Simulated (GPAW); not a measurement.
GPAW run on LiBr (Fm-3m, 2 atoms in the cell): self-consistent single point.

Level of theory: LDA (Perdew-Wang 92), GPAW PAW datasets LDA (gpaw-data 1.0.1) (plane waves; GPAW).

```
CELL_PARAMETERS angstrom
      0.00000     2.72269     2.72269
      2.72269     0.00000     2.72269
      2.72269     2.72269     0.00000
ATOMIC_POSITIONS crystal
  Li 0.00000 0.00000 0.00000
  Br 0.50000 0.50000 0.50000
```

Reference input (self-consistent single point, DFT LDA (Perdew-Wang 92), plane waves, GPAW PAW datasets LDA (gpaw-data 1.0.1)): mode = pw; ecut = 550 eV; xc = LDA; kpts = 10 10 10; mesh shift (steps) = 0 0 0; occupations.name = fermi-dirac; occupations.width = 0.01 eV; nbands = -8; convergence.density = 1e-05 e/electron; convergence.bands = -6; symmetry.symmorphic = false; symmetry.tolerance = 0.0005. This run's input differs from it in these lines:

```diff
@@ -14,3 +14,3 @@
             xc='LDA',
-            kpts={'size': (10, 10, 10), 'gamma': True},
+            kpts=(5, 5, 5),
             occupations=FermiDirac(0.01),
```

Output (repeated stretches shortened):

```
     iter     time        total  log10-change:
                         energy   eigst   dens
iter:   1 --:--:--    -7.315012   +0.51
iter:   2 --:--:--    -7.315319   -0.07  -1.36
iter:   3 --:--:--    -7.316926c  -2.03  -1.38
iter:   4 --:--:--    -7.316162c  -4.40  -2.11
iter:   5 --:--:--    -7.315550c  -4.20  -2.23
iter:   6 --:--:--    -7.315549c  -6.34  -3.29
iter:   7 --:--:--    -7.315543c  -6.58  -3.29
iter:   8 --:--:--    -7.315549c  -6.37  -3.34
iter:   9 --:--:--    -7.315548c  -8.60c -3.24
iter:  10 --:--:--    -7.315564c  -6.49  -3.26
iter:  11 --:--:--    -7.315542c  -5.86  -2.99
iter:  12 --:--:--    -7.315542c  -7.91c -5.01c
Converged after 12 iterations.

Dipole moment: (0.000000, -0.000000, -0.000000) |e|*Ang

Energy contributions relative to reference atoms: (reference = -71012.153184)

Kinetic:         +8.700732
Potential:       -8.927676
External:        +0.000000
XC:              -7.073253
Entropy (-ST):   -0.000000
Local:           -0.015345
SIC:             +0.000000
--------------------------
Free energy:     -7.315542
Extrapolated:    -7.315542

Showing only first 2 kpts
 Kpt  Band  Eigenvalues  Occupancy
  0     2      0.83236    2.00000
  0     3      0.83236    2.00000
  0     4      5.61579    0.00000
  0     5     11.27364    0.00000

  1     2      0.35868    2.00000
  1     3      0.35868    2.00000
  1     4      7.46574    0.00000
  1     5      9.30543    0.00000

Fermi level: 3.10474

Gap: 4.783 eV
Transition (v -> c):
  (s=0, k=0, n=3, [0.00, 0.00, 0.00]) -> (s=0, k=0, n=4, [0.00, 0.00, 0.00])
No difference between direct/indirect transitions
Energy (eV): -7.315542

Forces in eV/Ang:
  0 Li   -0.00000    0.00000    0.00000
  1 Br    0.00000    0.00000   -0.00000

Stress tensor:
     0.011333     0.000000     0.000000
     0.000000     0.011333    -0.000000
     0.000000    -0.000000     0.011333
Stress (GPa, Voigt): [ 1.8157  1.8157  1.8157 -0.      0.      0.    ]
```

The run converged in 12 iterations. GPAW prints stress with tension positive. Against the reference run the free energy goes up by 1.2 meV/atom, the pressure moves little (-1.86 to -1.82 GPa) and the gap on the mesh moves little (4.777 to 4.783 eV).

The starting cell comes from a database of computed structures (which also holds hypothetical and non-ambient phases and stackings), without a prior relaxation at this level.
